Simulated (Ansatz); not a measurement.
Base system: GaP in the zinc blende structure (space group F-43m, No. 216).

```
GaP
1.0
    0.00000     2.72566     2.72566
    2.72566     0.00000     2.72566
    2.72566     2.72566     0.00000
Ga P
1 1
Direct
  0.00000   0.00000   0.00000
  0.25000   0.25000   0.25000
```

Method: r2SCAN (Ansatz, a first-principles code), scalar-relativistic without spin-orbit coupling.

One change was made to it. Results:

```tsv
quantity	base	after
band gap	1.85 eV	1.83 eV
volume per atom	20.25 Å³	20.05 Å³
smallest direct gap	2.36 eV	2.45 eV
```

Which change produced these results?
A. pressure −2 GPa
B. pressure 30 GPa
C. pressure 4.5 GPa
D. pressure 9 GPa
E. pressure 0.9 GPa

E, pressure 0.9 GPa. For comparison, the band gap in the other runs: pressure 9 GPa gives 1.68 eV; pressure 4.5 GPa gives 1.76 eV; pressure −2 GPa gives 1.88 eV; pressure 30 GPa gives 1.36 eV.

Load acts through the strain it causes; cell and atoms are relaxed under it. No phonon test of stability was made. Measured, GaP leaves this structure (for a Cmcm phase) near 26 GPa (temperature not stated; as listed in Datta, Sujoy, Jana, Debnarayan, arXiv (2020)).
